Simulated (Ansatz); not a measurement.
Consider LiTaO₃ (space group R3c, No. 161; a = 5.191 Å, c = 13.914 Å (hexagonal axes)).

Structures relaxed with Ansatz (a quantum-chemistry and plane-wave program), PBE, PAW, cutoff 420 eV, without spin-orbit coupling, earlier PAW set.

Base:

Simulated powder pattern, Cu Kα1, λ = 1.54056 Å (kinematic, ideal powder, no thermal factors, no anomalous dispersion; the 8 strongest lines at most, above 2 %, up to 2θ = 90°):

```
2θ (°)  I/Imax (%)    hkl
------  ----------  -----
23.54          100  (012)
32.52           42  (104)
34.53           30  (110)
42.22           17  (202)
48.16           18  (024)
52.90           27  (116)
55.64           19  (122)
60.60           16  (214)
```

After one change:

Simulated powder pattern, Cu Kα1, λ = 1.54056 Å (kinematic, ideal powder, no thermal factors, no anomalous dispersion; the 8 strongest lines at most, above 2 %, up to 2θ = 90°):

| 2θ (°) | I/Imax (%) |
|---|---|
| 24.16 | 100 |
| 32.01 | 61 |
| 36.72 | 31 |
| 44.44 | 23 |
| 49.49 | 17 |
| 52.53 | 34 |
| 58.96 | 19 |
| 63.18 | 18 |

### Question
Name the change that was made.
A) O → S
B) Li → Ho
C) Li → Be

### Answer
C, Li → Be. Its volume per atom is 10.27 Å³ against 10.82 Å³, and its space group is R-3c (No. 167).

The magnetic state is the one reached from the starting moments; the real material's order can differ, and small cells can't hold many antiferromagnetic ones. The 4f electrons are in the valence with no U and their state was not checked, so volumes and moments can be off. Whether these cells are dynamically stable was not tested. As relaxed here, TaBeO3, HoTaO3 and LiTaS3 are hypothetical phases, not in the database extracts checked. No Hubbard U is applied, and correlation can decide whether such a compound is a metal.
